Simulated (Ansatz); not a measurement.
Levels about the gap of amorphous Ti20O41Mg (62 atoms in a cell of 759 Å³, 3.58 g/cm³; zone centre alone, so wide bands show as single levels with stretches between that a denser mesh fills), at the geometry that PBE relaxed, where it gives 2.5 GPa on a denser mesh. Exact exchange is cut at the faces of this small cell, which leaves a finite-size error. The participation number counts the atoms over which a state spreads; weights are charges in smoothed Voronoi cells. The levels come from a single point, so bond lengths are those of that geometry. Method of the levels: HSE06, scalar-relativistic without spin-orbit coupling (Ansatz, a program for electronic structure). Sampling: the zone centre alone; Fermi-Dirac width 0.02 eV; no spin polarisation. At PBE the levels at the filled edge of the gap are localised (band-tail or defect states).

Preparation: random packing, a CHGNet melt and quench, and a DFT relaxation. O atoms were pushed apart under 1.9 Å during the dynamics, to hinder bonds among them. The hot cell started wider than the set density and was brought back towards it in steps. It is the lowest in DFT energy of 2 quenches. It is a model cell: composition and starting density were chosen by hand, and all elements were melted together. No dispersion term was used. Its density started from a set value of 3.58 and ended at 3.58 g/cm³. The quench (nominally 240 K/ps over its main leg) was far faster than any real one, so the model tends to hold more defects than a real film. Values belong to this one cell and scatter from quench to quench. The volume was held where the preparation left it and the shape relaxed, at a PBE pressure of 2.5 GPa. Stress components on the final sampling reach 2.6 GPa. On a 2×2×2 Γ-centred mesh force components of up to 0.13 eV/Å stay, since the relaxation ran on the zone centre alone.

| E - E(highest filled), eV | filling | participation number | largest on | weight O | weight Ti | weight Mg |
|---|---|---|---|---|---|---|
| -0.38 | filled | 22.4 | O, 3 neighbours | 0.92 | 0.08 | 0.00 |
| -0.34 | filled | 22.1 | O, 3 neighbours | 0.93 | 0.07 | 0.00 |
| -0.25 | filled | 21.7 | O, 3 neighbours | 0.93 | 0.07 | 0.00 |
| -0.22 | filled | 13.7 | O, 3 neighbours | 0.92 | 0.08 | 0.00 |
| -0.15 | filled | 11.6 | O, 2 neighbours | 0.93 | 0.07 | 0.00 |
| -0.09 | filled | 20.4 | O, 3 neighbours | 0.94 | 0.06 | 0.00 |
| 0.00 | filled | 8.9 | O, 2 neighbours | 0.94 | 0.06 | 0.00 |
| 4.22 | empty | 9.9 | Ti, 6 neighbours | 0.22 | 0.78 | 0.00 |
| 4.26 | empty | 19.7 | Ti, 6 neighbours | 0.20 | 0.80 | 0.00 |
| 4.35 | empty | 15.5 | Ti, 5 neighbours | 0.20 | 0.80 | 0.00 |
| 4.40 | empty | 17.8 | Ti, 6 neighbours | 0.21 | 0.79 | 0.00 |
| 4.41 | empty | 19.3 | Ti, 6 neighbours | 0.19 | 0.80 | 0.00 |
| 4.52 | empty | 20.0 | Ti, 6 neighbours | 0.19 | 0.81 | 0.00 |
| 4.55 | empty | 17.3 | Ti, 5 neighbours | 0.19 | 0.80 | 0.00 |

Most localised among these is the filled level at +0.00 eV, on a O atom, which has 2 neighbours (Ti 1.80 Å, Ti 1.86 Å).
